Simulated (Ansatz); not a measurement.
Levels about the gap of amorphous Si$_{24}$O$_{51}$Y$_{2}$ (77 atoms in a cell of 1215 Å³, 2.28 g/cm³; zone centre alone, so wide bands show as single levels with stretches between that a denser mesh fills), at the geometry that PBE relaxed, where it gives 0.0 GPa on a denser mesh. The participation number counts the atoms over which a state spreads; weights are charges in smoothed Voronoi cells. The levels come from a single point, so bond lengths are those of that geometry. Method of the levels: PBE, scalar-relativistic without spin-orbit coupling (Ansatz, an electronic-structure program). Sampling: the zone centre alone; Fermi-Dirac width 0.02 eV; no spin polarisation. At PBE the levels at the filled edge of the gap are localised (band-tail or defect states), and the nearest spread-out levels lie 5.2 eV apart at the zone centre.

Preparation: random packing, a CHGNet melt and quench, and a DFT relaxation. O atoms were pushed apart under 1.9 Å during the dynamics, to hinder bonds among them. The hot cell started wider than the set density and was brought back towards it in steps. It is the lowest in DFT energy of 2 quenches. It is a model cell: composition and starting density were chosen by hand, and all elements were melted together. No dispersion term was used. Its density started from a set value of 2.38 and ended at 2.28 g/cm³. Cooling (nominally 400 K/ps over its main leg) ran many orders faster than in experiment, which tends to leave more defects and strain. Values belong to this one cell and scatter from quench to quench. Volume and shape were free in the relaxation.

| E - E(highest filled), eV | filling | participation number | largest on | weight O | weight Y | weight Si |
|---|---|---|---|---|---|---|
| -0.35 | filled | 13.2 | O, 2 neighbours | 0.94 | 0.03 | 0.04 |
| -0.33 | filled | 8.9 | O, 2 neighbours | 0.95 | 0.02 | 0.03 |
| -0.28 | filled | 7.6 | O, 2 neighbours | 0.95 | 0.01 | 0.04 |
| -0.16 | filled | 6.9 | O, 2 neighbours | 0.95 | 0.02 | 0.03 |
| -0.11 | filled | 4.8 | O, 2 neighbours | 0.95 | 0.01 | 0.04 |
| -0.08 | filled | 7.1 | O, 2 neighbours | 0.95 | 0.01 | 0.04 |
| 0.00 | filled | 8.0 | O, 2 neighbours | 0.96 | 0.01 | 0.03 |
| 4.51 | empty | 17.4 | Y, 5 neighbours | 0.63 | 0.22 | 0.15 |
| 5.24 | empty | 6.3 | Y, 5 neighbours | 0.46 | 0.40 | 0.13 |
| 5.90 | empty | 5.9 | Y, 5 neighbours | 0.43 | 0.42 | 0.14 |
| 5.95 | empty | 16.0 | Y, 5 neighbours | 0.54 | 0.27 | 0.20 |
| 6.14 | empty | 4.7 | Y, 5 neighbours | 0.47 | 0.45 | 0.08 |
| 6.28 | empty | 4.4 | Y, 5 neighbours | 0.38 | 0.56 | 0.06 |
| 6.36 | empty | 8.0 | Y, 5 neighbours | 0.42 | 0.45 | 0.13 |

Most localised among these is the empty level at +6.28 eV, on a Y atom, which has 5 neighbours (O 2.10 Å, O 2.11 Å, O 2.14 Å, O 2.59 Å, O 2.69 Å).
